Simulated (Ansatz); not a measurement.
Consider the following.

```xyz
2
Lattice="3.0978 0.0000 0.0000 1.5489 2.6828 0.0000 1.5489 -0.8943 2.5925" Properties=species:S:1:pos:R:3 pbc="T T T"
Ga     0.0000     0.0000     0.0104
N      3.0978     0.0000     1.9339
```

No spin polarisation.

All numbers come from Ansatz (a quantum-chemistry and plane-wave program), LDA, PAW, cutoff 420 eV, no spin-orbit coupling. Settings: 13×13×13 k-points, 0.05 eV Fermi–Dirac smearing.

**Question.** Predict the gap character, band gap, valence-band top at Γ and in-plane stress.

**Answer.** The gap character is direct at Γ and the band gap is 2.04 eV. The valence-band top at Γ (three highest levels, from the VBM) is 0.00, 0.00, -0.19 eV. The mean in-plane stress (compression positive) comes out as +8.3 GPa.

The cells carry an imposed strain or load. Whether these cells are dynamically stable was not tested. The cell was made from GaN in the zinc blende structure (space group F-43m, No. 216) by this change: biaxial strain −1.67 %, plane normal [111], relaxed out of plane. This is not the structure that GaN has at room temperature and ambient pressure.
